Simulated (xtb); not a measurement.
xtb 6.7.1, GFN2-xTB: Cc1ccsc1B(c1ccc[se]1)c1c(C)cccc1C, 37 atoms. The geometry is a generated start, not checked to be a minimum at this level.

```yaml
run_flags: --grad
method: GFN2-xTB
"--acc": 1 (default)
"--etemp (K)": 300 (default)
basis_functions: 109
valence_electrons: 100
```

One run each on 1 thread. Values of broydamp tried: 0.02, 0.05, 0.1, 0.2, 0.4 (default), 0.6, 0.8, 1.

Q: Which value of broydamp needs the fewest SCC iterations, and what happens away from it?

A: Fewest SCC iterations, within one of each other: 0.2 with 14, 0.4 (default) with 14. The count rises to 25 at 0.02. All converge to one solution.

```
broydamp       SCC iterations            end
-------------  --------------  -------------
0.02                       25  same solution
0.05                       21  same solution
0.1                        18  same solution
0.2                        14  same solution
0.4 (default)              14  same solution
0.6                        16  same solution
0.8                        18  same solution
1                          19  same solution
```
